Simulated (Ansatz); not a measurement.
Amorphous B$_{22}$Li$_{14}$O$_{40}$, 76 atoms at 1.93 g/cm³, one PBE-relaxed geometry, zone centre. Methods: PBE, scalar-relativistic without spin-orbit coupling (Ansatz, a program for electronic structure); r2SCAN, scalar-relativistic without spin-orbit coupling (Ansatz); HSE06, scalar-relativistic without spin-orbit coupling (Ansatz). Plane waves to 420 eV (r2SCAN 500 eV); exact exchange is cut at the cell's faces. At PBE the levels at the filled edge of the gap are localised (band-tail or defect states), and the nearest spread-out levels lie 5.6 eV apart at the zone centre. All rungs ran without spin polarisation.

Preparation: random packing, a CHGNet melt and quench, and a DFT relaxation. O atoms were pushed apart under 1.9 Å during the dynamics, to hinder bonds among them. The hot cell started wider than the set density and was brought back towards it in steps. It is the lowest in DFT energy of 2 quenches. It is a model cell: composition and starting density were chosen by hand, and all elements were melted together. No dispersion term was used. Its density started from a set value of 1.93 and ended at 1.93 g/cm³. The quench (nominally 210 K/ps over its main leg) was far faster than any real one, so the model tends to hold more defects than a real film. A cell of this size samples the disorder only roughly. Volume and shape were free in the relaxation.

The relaxation ran on the zone centre alone. At PBE the level gap is 4.10 eV on a 2×2×2 Γ-centred mesh, and the spacing at the zone centre alone 4.09 eV.

### Question
What zone-centre spacing does r2SCAN give, roughly?

### Answer
4.57 eV (+0.48 eV against PBE).

### Question
What zone-centre spacing does HSE06 give, roughly?

### Answer
5.72 eV (+1.62 eV against PBE).

The highest filled and the lowest empty state spread over these numbers of atoms (participation numbers): PBE: 2.9 and 41.7; r2SCAN: 2.9 and 53.2; HSE06: 2.9 and 51.6.
